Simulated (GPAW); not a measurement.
GPAW run on AlCoNi6 (P4/mmm, 8 atoms in the cell): self-consistent single point.

Level of theory: PBEsol, GPAW PAW datasets PBEsol (made by gpaw-setup) (plane waves; GPAW).

```
CELL_PARAMETERS angstrom
      3.52277     0.00000     0.00000
      0.00000     3.52277     0.00000
      0.00000     0.00000     7.07287
ATOMIC_POSITIONS crystal
  Al 0.00000 0.00000 0.00000
  Co 0.00000 0.00000 0.50000
  Ni 0.50000 0.50000 0.00000
  Ni 0.50000 0.50000 0.50000
  Ni 0.50000 0.00000 0.25622
  Ni 0.50000 0.00000 0.74378
  Ni 0.00000 0.50000 0.25622
  Ni 0.00000 0.50000 0.74378
```
Moments meant for the start (each program seeds them in its own way; μB, in the order of the atoms Al Co Ni Ni Ni Ni Ni Ni): 0.0 3.0 2.0 2.0 2.0 2.0 2.0 2.0.

Reference input (self-consistent single point, DFT LDA (Perdew-Wang 92), plane waves, GPAW PAW datasets LDA (gpaw-data 1.0.1)): spinpol = true; mode = pw; ecut = 800 eV; xc = LDA; kpts = 5 5 3; mesh shift (steps) = 0 0 0; occupations.name = methfessel-paxton; occupations.width = 0.2 eV; occupations.order = 0; nbands = -12; convergence.density = 1e-05 e/electron; convergence.energy = 1e-05 eV/electron. This run's input differs from it in these lines:

```diff
@@ -22,3 +22,3 @@
             mode={'name': 'pw', 'ecut': 800},
-            xc='LDA',
+            xc='PBEsol',
             kpts=(5, 5, 3),
```

Its files differ too (potentials: GPAW PAW datasets PBEsol (made by gpaw-setup)).

Output, abridged:

```
     iter     time        total  log10-change:  magmom
                         energy   eigst   dens
iter:   1 --:--:--   -59.601305                   +15.0191
iter:   2 --:--:--   -61.396500   -0.28  -1.77    +9.2000
iter:   3 --:--:--   -61.892781   -0.91  -1.80    +6.1154
iter:   4 --:--:--   -62.574429   -1.38  -1.83    +5.0160
iter:   5 --:--:--   -62.499274   -1.73  -1.88    +5.2951
   [... 2 lines left out ...]
iter:   8 --:--:--   -62.412053   -3.44  -2.45    +4.9033
iter:   9 --:--:--   -62.413530   -3.49  -2.65    +4.8064
iter:  10 --:--:--   -62.410797   -4.38  -2.78    +4.8273
   [... lines left out ...]
iter: 150 --:--:--   -61.935168c  -6.22  -4.98    +0.0167

Did not converge!

Here are some tips:

1) Make sure the geometry and spin-state is physically sound.
2) Use less aggressive density mixing.
3) Solve the eigenvalue problem more accurately at each scf-step.
4) Use a smoother distribution function for the occupation numbers.
5) Try adding more empty states.
6) Use enough k-points.
7) Don't let your structure optimization algorithm take too large steps.
8) Solve the Poisson equation more accurately.
9) Better initial guess for the wave functions.

See details here:

    https://gpaw.readthedocs.io/documentation/convergence.html
Traceback (most recent call last):
   [... frames left out ...]
gpaw.KohnShamConvergenceError: Did not converge!  See text output for help.
```

The run ended unconverged after 150 iterations. 

The starting cell comes from a database of computed structures (which also holds hypothetical and non-ambient phases and stackings), without a prior relaxation at this level.

Cost on one core of a shared machine: roughly 10 min.
